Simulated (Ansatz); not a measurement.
## Hf₂B (model structure, started from the Ca2N type, R-3m, No. 166, 3 atoms in the cell): properties by level of theory

| level (code) | lattice parameter a (Å) | c axis length (Å) | bulk modulus (GPa) | cohesive energy (eV/atom) |
|---|---|---|---|---|
| LDA (Ansatz) | (withheld) | (withheld) | 120 | 7.70 |
| PBEsol (Ansatz) | 3.382 | 15.666 | 116 | (withheld) |
| r²SCAN (Ansatz) | (withheld) | (withheld) | 116 | 6.69 |

Question: What belongs in the gaps?

Answer: 
- LDA (Ansatz, a first-principles code), lattice parameter a (Å): 3.350
- LDA (Ansatz), c axis length (Å): 15.491
- PBEsol (Ansatz), cohesive energy (eV/atom): 7.26
- r²SCAN (Ansatz), lattice parameter a (Å): 3.411
- r²SCAN (Ansatz), c axis length (Å): 15.832

Caveats: the bulk modulus is −V dP/dV from two relaxed cells at ±2 % in volume (LDA, PBEsol, r²SCAN). Ansatz's density-functional and Hartree–Fock values are scalar-relativistic unless marked +SOC, with PAW data made under PBE.

Free atoms are spin-polarised, in the lowest state found; at levels without +SOC their spin–orbit coupling is left out.

Static lattice: no zero-point or thermal effects.

A model structure was made by putting elements into a prototype or built by hand; it is no filed structure, need not be a known phase, and can be a saddle point held by its symmetry.
